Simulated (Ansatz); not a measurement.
## Variants of one calculation on In (P6_3/mmc, 4 atoms in the cell)

```
In
1.0
    3.35046     0.00000     0.00000
   -1.67523     2.90158     0.00000
    0.00000     0.00000    10.78011
In
4
Direct
  0.00000   0.00000   0.00000
  0.00000   0.00000   0.50000
  0.33333   0.66667   0.25000
  0.66667   0.33333   0.75000
```

Base run A: Ansatz (a quantum-chemistry and plane-wave program) with PBEsol, default PAW files made with PBE, self-consistent single point.

Its settings: kpoints.mp_grid.grid = 11 11 3; hamiltonian.xc = pbesol; hamiltonian.pseudopotentials = {kind: paw} (the program's default PAW files); scf.occupations.method = cold; scf.occupations.width = 0.2 eV.

The starting cell was generated: these elements placed on a structure prototype, without a prior relaxation; it need not be a known phase or ordering of this composition. Ansatz's pressure includes its estimate of the finite-basis (Pulay) stress.

ΔF is the free energy per atom less that of run A. A dash stands where there is no value to compare (another energy zero or no entropy term, no result, no spin, no clean gap, or a mesh too coarse for one). Total energies depend on the potentials, the functional and any Hubbard or dispersion term, so they are compared only between runs that share all of them.

Runs:
- B: scf.occupations.width: 0.2 eV → 0.15 eV
- C: scf.occupations.width: 0.2 eV → 0.1 eV
- D: hamiltonian.dispersion: default → d3bjatm [PBEsol-D3BJ-ATM]
- E: scf.occupations.method: cold → gaussian; scf.occupations.width: 0.2 eV → 0.05 eV
- F: scf.convergence.dr2_threshold: default (1e-07 eV) → 1e-06 eV
- G: kpoints.mp_grid.grid: 11 11 3 → 6 6 2
- H: scf.mixing.algorithm: default (the program chose MSR1) → broyden; scf.mixing.beta: default → 0.02

```tsv
run	ΔF (meV/atom)	pressure (GPa)	k-points
A	0.00	-1.07	32
B	-0.02	-1.06	32
C	0.14	-1.05	32
D	–	-3.14	32
E	-0.09	-1.06	32
F	0.00	-1.07	32
G	-14.7	-1.33	14
H	0.00	-1.07	32
```

Run E against A: The free energy stays essentially unchanged (within 1 meV/atom) and the pressure stays near -1.06 GPa while the zz stress (positive for compression) goes from -0.80 to -1.19 GPa.

Run C against A: The free energy stays essentially unchanged (within 1 meV/atom) and the pressure stays near -1.05 GPa while the zz stress (positive for compression) goes from -0.80 to -1.10 GPa.

Run G against A: The free energy goes down by 14.7 meV/atom and the pressure goes from -1.07 to -1.33 GPa.

Keys are those of Ansatz 0.2.
